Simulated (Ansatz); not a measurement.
The parent structure is PbSe in the rock salt structure (space group Fm-3m, No. 225; a = 6.1777 Å). Axes: x, y, z lie along the cube axes.

The values are results of plane-wave PAW DFT at the r2SCAN level (Ansatz, a quantum-chemistry and plane-wave program, 500 eV), no spin-orbit coupling, earlier PAW set, not measurements.

For the base:

```
Property           Result
---------------  --------
Volume per atom  29.47 Å³
```

The change: biaxial strain −0.79 %, plane normal [111], relaxed out of plane (Cartesian); in-plane vectors clamped, the third vector and the atoms free.

Task: What does the calculation give for the energy relative to the base and volume per atom after the change?

Result: The energy rises by 0.9 meV/atom; the volume per atom shrinks by 0.23 Å³, from 29.47 Å³ to 29.24 Å³.

Whether these cells are dynamically stable was not tested.
